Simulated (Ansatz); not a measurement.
Worked example: relaxation of the atoms of Te (Cm, 3 atoms in the cell) in Ansatz (an electronic-structure program).

Method: LDA (PW92), default PAW files made with PBE (plane waves; Ansatz).

The change in words: one atom moved by 0.15 angstrom; relax: default → atoms; relax.f_tol: default → 0.05 eV/Å. Reference geometry:
```
Te
1.0
    3.80119    -2.13746     0.00000
    3.80119     2.13746     0.00000
   -0.09382     0.00000     5.94621
Te
3
Direct
  0.69055   0.69055   0.66119
  0.30945   0.30945   0.33881
  0.00000   0.00000   0.00000
```

Reference input (self-consistent single point, DFT, LDA (PW92), plane waves, default PAW files made with PBE): basis.ecutwfc = 30.9 Ry; kpoints.mp_grid.grid = 8 8 5; hamiltonian.xc = lda; hamiltonian.pseudopotentials = {kind: paw} (the program's default PAW files); scf.occupations.method = fermi_dirac; scf.occupations.width = 0.0073 Ry. This run's input differs from it in these lines:

```diff
@@ -7,3 +7,3 @@
   atoms:
-    - { symbol: Te, position: [0.69055000, 0.69055000, 0.66119000] }
+    - { symbol: Te, position: [0.69086100, 0.69086100, 0.68641600] }
     - { symbol: Te, position: [0.30945000, 0.30945000, 0.33881000] }
@@ -19,2 +19,4 @@
   occupations: { method: fermi_dirac, width: 0.0073 Ry }
+relax:
+  f_tol: 0.05
 output:
```

The program printed (abridged):

```
   [... SCF lines of the steps left out ...]
relax step   1: F+E_penalty+E_count = -20481.47911614 eV  Δ(F+E_penalty+E_count) = +0.000e0 eV  max|allowed force component| = 3.966e-1 eV/Å  Δτ_max = 0.0000 Å  (6 SCF iters, dr2 threshold 6.25e-5 eV, accepted)
relax step   2: F+E_penalty+E_count = -20481.51047626 eV  Δ(F+E_penalty+E_count) = -3.136e-2 eV  max|allowed force component| = 2.968e-2 eV/Å  Δτ_max = 0.0906 Å  (5 SCF iters, dr2 threshold 9.83e-6 eV, accepted)
   [... lines left out ...]
relax step   8: F+E_penalty+E_count = -20481.53868301 eV  Δ(F+E_penalty+E_count) = -6.949e-3 eV  max|allowed force component| = 1.075e-1 eV/Å  Δτ_max = 0.0325 Å  (4 SCF iters, dr2 threshold 1.90e-5 eV, accepted)
relax step   9: F+E_penalty+E_count = -20481.54424132 eV  Δ(F+E_penalty+E_count) = -5.558e-3 eV  max|allowed force component| = 1.346e-2 eV/Å  Δτ_max = 0.0525 Å  (5 SCF iters, dr2 threshold 7.03e-6 eV, accepted)
relax step  10: F+E_penalty+E_count = -20481.54424131 eV  Δ(F+E_penalty+E_count) = +1.084e-8 eV  max|allowed force component| = 1.332e-2 eV/Å  Δτ_max = 0.0000 Å  (2 SCF iters, accepted)
the relaxation is at rest under the 2 symmetry operations that the run kept from its start: a minimum is not shown …
Stability not checked: this state was not tested for a lower state beside it, because too few of the mixer's solves of this state at the end of the SCF gave a …
Free energy (F): -20481.544241 eV
Internal energy: -20481.519067 eV  (E = F + TS)
E sigma→0 (E₀):  -20481.531654 eV
Entropy (-TS):   -0.025174 eV (-8.391 meV/atom)
Fermi energy:    9.314792 eV
--- Forces (eV/Å), atoms counted from 1 ---
  atom   1  Te     0.00753687     0.00000000     0.01332716
   [... lines left out ...]
  F+E_penalty+E_count = -20481.54424131 eV   max|allowed force component| = 1.332e-2 eV/Å
  atoms:
    - { symbol: Te, position: [0.6956332599599571, 0.6956332599599571, 0.6718785196791359] }
    - { symbol: Te, position: [0.3331795724227956, 0.3331795724227956, 0.3418537559437913] }
    - { symbol: Te, position: [-0.02850183238275287, -0.028501832382752876, 0.011493724377072837] }
```

The run converged.  The full log also holds: “iter 5 did not close the SCF: its close was put off for the readings that it lacked (scf_convergence_deferred on its scf_iter line)”.

Summary of the result:
- Free energy E − TS (on the zero of these files) = -20481.5442 eV
- Fermi level (on the code's own zero) = 9.31 eV
- Pressure = -1.73 GPa
- Largest force (vector length) = 0.017 eV/Å
- Relaxation steps = 10

The starting cell comes from a database of computed structures (which also holds hypothetical and non-ambient phases and stackings), without a prior relaxation at this level. Its lattice was rescaled by up to half a per cent. For this run, on top of that: one atom moved by 0.15 angstrom. Ansatz's pressure includes its estimate of the finite-basis (Pulay) stress.

Cost on one core of a shared machine: roughly 4 min.

Keys are those of Ansatz 0.2.
